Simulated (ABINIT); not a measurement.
A self-consistent single point of Cl (Cmce, 4 atoms in the cell) with ABINIT.

Level of theory: LDA (Perdew-Zunger), norm-conserving pseudopotentials (PseudoDojo nc-sr-04 LDA standard) (plane waves; ABINIT).

```
Cl
1.0
    2.23955    -3.11938     0.00000
    2.23955     3.11938     0.00000
    0.00000     0.00000     8.25835
Cl
4
Direct
  0.87700   0.87700   0.89700
  0.62300   0.62300   0.39700
  0.37700   0.37700   0.60300
  0.12300   0.12300   0.10300
```

Reference input (self-consistent single point, DFT, LDA (PW92), plane waves, norm-conserving pseudopotentials (PseudoDojo nc-sr-04 LDA standard)): pseudos = [Cl.upf]; ecut = 28 Ha; occopt = 3; tsmear = 0.05 eV; ngkpt = 7 7 3; nshiftk = 1; shiftk = 0 0 0; potentials = PseudoDojo nc-sr-04 LDA standard; nband = 19; kptopt = 1; nstep = 50; tolvrs = 1e-10. This run's input differs from it in these lines:

```diff
@@ -18,2 +18,3 @@
 ecut 28 Ha
+ixc 2
 occopt 3
```

Log, with long lists cut:

```
--- !BeginCycle
solver: {iscf: 7, nstep: 50, nline: 4, wfoptalg: 0, }
tolerances: {tolvrs: 1.00E-10, }
...

     iter   Etot(hartree)      deltaE(h)  residm     vres2
 ETOT  1  -65.554166632175    -6.555E+01 3.199E-02 2.459E+01
 ETOT  2  -65.582641282755    -2.847E-02 1.251E-02 2.622E+00
 ETOT  3  -65.583134263596    -4.930E-04 1.656E-03 1.750E-01
 ETOT  4  -65.583179082952    -4.482E-05 1.241E-03 3.578E-02
 ETOT  5  -65.583183161876    -4.079E-06 2.905E-04 7.812E-04
   [... 2 lines left out ...]
 ETOT  8  -65.583183244755    -8.474E-11 7.766E-05 1.274E-07
 ETOT  9  -65.583183244777    -2.139E-11 8.348E-05 2.277E-09
 ETOT 10  -65.583183244776     5.969E-13 4.834E-05 1.766E-10
 ETOT 11  -65.583183244777    -8.811E-13 4.154E-05 1.738E-12
 At SCF step   11       vres2   =  1.74E-12 < tolvrs=  1.00E-10 =>converged.

 Cartesian components of stress tensor (hartree/bohr^3)
  sigma(1 1)=  1.04431587E-04  sigma(3 2)=  0.00000000E+00
  sigma(2 2)=  4.16089256E-05  sigma(3 1)=  0.00000000E+00
  sigma(3 3)=  1.39032315E-04  sigma(2 1)=  0.00000000E+00

 ----iterations are completed or convergence reached----

 reduced coordinates (array xred) for    4 atoms
       0.877000000000      0.877000000000      0.897000000000
       0.623000000000      0.623000000000      0.397000000000
       0.377000000000      0.377000000000      0.603000000000
       0.123000000000      0.123000000000      0.103000000000
 cartesian forces (eV/Angstrom) at end:
    1      0.22433294827719     0.00000000000000     0.20912802492418
   [... lines left out ...]
 Fermi (or HOMO) energy (hartree) =   0.00685   Average Vxc (hartree)=  -0.31077
   [... lines left out ...]
total_energy        : -6.55831832447769E+01
total_energy_eV     : -1.78460917403434E+03
band_energy         : -6.87839592090053E+00
...

-Cartesian components of stress tensor (GPa)         [Pressure= -2.7957E+00 GPa]
- sigma(1 1)=  3.07248286E+00  sigma(3 2)=  0.00000000E+00
- sigma(2 2)=  1.22417665E+00  sigma(3 1)=  0.00000000E+00
- sigma(3 3)=  4.09047123E+00  sigma(2 1)=  0.00000000E+00

 Calculation completed.
```

The run converged in 11 iterations. Against the reference run the pressure hardly changes (-2.81 to -2.80 GPa), the largest force goes from 0.325 to 0.307 eV/Å and the gap on the mesh stays at 2.220 eV.

The starting cell has typed, rounded lattice constants, without a prior relaxation at this level. Its lattice was rescaled by a random factor within 2.5 % of one.

Cost on one core of a shared machine: roughly 3 min.
